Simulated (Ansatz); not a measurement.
Consider this model of amorphous C₆₀H₁₆.

```yaml
crystal:
  lattice:
    - [8.38810, 0.00000, 0.00000]
    - [0.00000, 8.38810, 0.00000]
    - [0.00000, 0.00000, 8.38810]
  atoms:
    - { symbol: C, position: [0.69370, 0.00346, 0.61756] }
    - { symbol: C, position: [0.19762, 0.89517, 0.20066] }
    - { symbol: C, position: [0.00219, 0.96423, 0.52391] }
    - { symbol: C, position: [0.14751, 0.53632, 0.88759] }
    - { symbol: C, position: [0.72608, 0.66623, 0.64009] }
    - { symbol: C, position: [0.15339, 0.28920, 0.51291] }
    - { symbol: C, position: [0.27540, 0.23492, 0.62588] }
    - { symbol: C, position: [0.92572, 0.44019, 0.55662] }
    - { symbol: C, position: [0.86742, 0.95818, 0.64963] }
    - { symbol: C, position: [0.86320, 0.21484, 0.06298] }
    - { symbol: C, position: [0.90028, 0.00352, 0.26024] }
    - { symbol: C, position: [0.43115, 0.62987, 0.55160] }
    - { symbol: C, position: [0.68114, 0.64311, 0.81359] }
    - { symbol: C, position: [0.41016, 0.24967, 0.85909] }
    - { symbol: C, position: [0.26285, 0.49956, 0.77847] }
    - { symbol: C, position: [0.96146, 0.21036, 0.77372] }
    - { symbol: C, position: [0.70175, 0.99896, 0.94369] }
    - { symbol: C, position: [0.22912, 0.31455, 0.08005] }
    - { symbol: C, position: [0.46354, 0.10045, 0.77343] }
    - { symbol: C, position: [0.60257, 0.91209, 0.06222] }
    - { symbol: C, position: [0.93108, 0.76607, 0.93046] }
    - { symbol: C, position: [0.10905, 0.38788, 0.98466] }
    - { symbol: C, position: [0.70359, 0.64232, 0.09823] }
    - { symbol: C, position: [0.36817, 0.90070, 0.18973] }
    - { symbol: C, position: [0.59022, 0.75273, 0.13344] }
    - { symbol: C, position: [0.59298, 0.33481, 0.37815] }
    - { symbol: C, position: [0.99395, 0.30391, 0.61808] }
    - { symbol: C, position: [0.12492, 0.04122, 0.11074] }
    - { symbol: C, position: [0.18621, 0.46598, 0.46552] }
    - { symbol: C, position: [0.48340, 0.00665, 0.11617] }
    - { symbol: C, position: [0.52574, 0.18151, 0.11130] }
    - { symbol: C, position: [0.78129, 0.66928, 0.94080] }
    - { symbol: C, position: [0.30523, 0.33079, 0.75396] }
    - { symbol: C, position: [0.60356, 0.98868, 0.78558] }
    - { symbol: C, position: [0.65992, 0.41540, 0.48681] }
    - { symbol: C, position: [0.43971, 0.75549, 0.21999] }
    - { symbol: C, position: [0.08134, 0.70402, 0.90927] }
    - { symbol: C, position: [0.59539, 0.89154, 0.51146] }
    - { symbol: C, position: [0.03880, 0.52873, 0.44842] }
    - { symbol: C, position: [0.39642, 0.27410, 0.02200] }
    - { symbol: C, position: [0.51773, 0.59826, 0.83478] }
    - { symbol: C, position: [0.96719, 0.79206, 0.49706] }
    - { symbol: C, position: [0.01415, 0.68579, 0.36328] }
    - { symbol: C, position: [0.32614, 0.57319, 0.43717] }
    - { symbol: C, position: [0.31333, 0.64586, 0.27546] }
    - { symbol: C, position: [0.36111, 0.08785, 0.64632] }
    - { symbol: C, position: [0.92690, 0.05007, 0.79136] }
    - { symbol: C, position: [0.40389, 0.58954, 0.71806] }
    - { symbol: C, position: [0.16855, 0.19547, 0.20105] }
    - { symbol: C, position: [0.69259, 0.17451, 0.00244] }
    - { symbol: C, position: [0.86400, 0.77712, 0.61844] }
    - { symbol: C, position: [0.88557, 0.95632, 0.94285] }
    - { symbol: C, position: [0.94386, 0.04768, 0.09314] }
    - { symbol: C, position: [0.58928, 0.21898, 0.27209] }
    - { symbol: C, position: [0.95088, 0.31222, 0.93546] }
    - { symbol: C, position: [0.11617, 0.18922, 0.35650] }
    - { symbol: C, position: [0.76248, 0.50231, 0.57075] }
    - { symbol: C, position: [0.58029, 0.73468, 0.54560] }
    - { symbol: C, position: [0.15963, 0.74902, 0.27254] }
    - { symbol: C, position: [0.99693, 0.05955, 0.37838] }
    - { symbol: H, position: [0.11523, 0.98337, 0.58656] }
    - { symbol: H, position: [0.18405, 0.04340, 0.99358] }
    - { symbol: H, position: [0.66936, 0.25576, 0.90324] }
    - { symbol: H, position: [0.17559, 0.79219, 0.88819] }
    - { symbol: H, position: [0.86353, 0.28453, 0.17337] }
    - { symbol: H, position: [0.68267, 0.13072, 0.29859] }
    - { symbol: H, position: [0.51138, 0.94859, 0.43199] }
    - { symbol: H, position: [0.68513, 0.12650, 0.57506] }
    - { symbol: H, position: [0.91173, 0.67214, 0.28041] }
    - { symbol: H, position: [0.81228, 0.91214, 0.28694] }
    - { symbol: H, position: [0.35074, 0.98714, 0.56697] }
    - { symbol: H, position: [0.55159, 0.86968, 0.78674] }
    - { symbol: H, position: [0.71553, 0.52945, 0.16197] }
    - { symbol: H, position: [0.47919, 0.56384, 0.95301] }
    - { symbol: H, position: [0.87153, 0.41147, 0.90229] }
    - { symbol: H, position: [0.29240, 0.55036, 0.18640] }
```

Methods: PBE-D3(BJ), scalar-relativistic without spin-orbit coupling (Ansatz, a program for electronic structure); r2SCAN, scalar-relativistic without spin-orbit coupling (Ansatz); HSE06-D3(BJ), scalar-relativistic without spin-orbit coupling (Ansatz). Neutral PBE cell, which sets geometry, pressure and energy: sampling: a 2×2×2 Γ-centred mesh; Fermi-Dirac width 0.05 eV; no spin polarisation. Exact exchange is cut at the faces of this 8 Å cell, which leaves hybrid gaps a finite-size error.

It comes from a melt-quench run on a machine-learned potential (CHGNet), relaxed afterwards by DFT. The hot cell started wider than the set density and was brought back towards it in steps. It is the lowest in DFT energy of 2 quenches. It is a model cell: composition and starting density were chosen by hand, and all elements were melted together. The geometry includes D3(BJ) dispersion. A short ab initio anneal came between quench and relaxation. Its density started from a set value of 2.26 and ended at 2.07 g/cm³. The simulated quench (nominally 640 K/ps over its main leg) is rapid and tends to freeze in more defects than a deposited or slowly cooled glass has. One small periodic cell is one sample of the glass; other quenches scatter about these values. The volume was free in the relaxation, at fixed shape.

### Question
Give the pressure, the energy against reference phases and the spacing of the highest filled and lowest empty levels.

### Answer

```json
{
 "Pressure on a 2×2×2 Γ-centred mesh": "-0.06 GPa",
 "Largest force and stress component on that mesh (the relaxation ran on one k-point at (1/4, 1/4, 1/4))": "0.10 eV/Å and 1.5 GPa",
 "Energy relative to graphite + CH4 gas (lowest mix at this level among the phases computed, not always the ambient ones)": "0.518 eV/atom",
 "Gap on a 2×2×2 Γ-centred mesh (PBE)": "0.66 eV",
 "Gap at the zone centre (PBE)": "0.81 eV",
 "Level spacing at the Fermi energy at the zone centre (r2SCAN, a state with unpaired spins)": "0.87 eV",
 "Gap at the zone centre (HSE06)": "1.62 eV",
 "Distance between the nearest levels spread over more than a fifth of the atoms or a third of the atoms of their main element (six at least) (PBE, zone centre)": "0.81 eV"
}
```

### Question
At PBE and the zone centre, how localised are the states just below and above the Fermi level (participation number: the atoms over which a state spreads)?

### Answer
The highest filled state is spread over 15.9 atoms' worth, largest on C33, with weights by element (charge in smoothed Voronoi cells) C 0.95, H 0.05. The lowest empty state is spread over 16.4 atoms' worth, largest on C22, with weights by element (charge in smoothed Voronoi cells) C 0.93, H 0.07.

Cut-offs for bonds: C-C 1.80 Å, C-H 1.30 Å, H-H 0.90 Å.

A PBE run started with 1 μB on atoms that lack a bond or may hold spare charge lost its moments; other starts weren't tried.
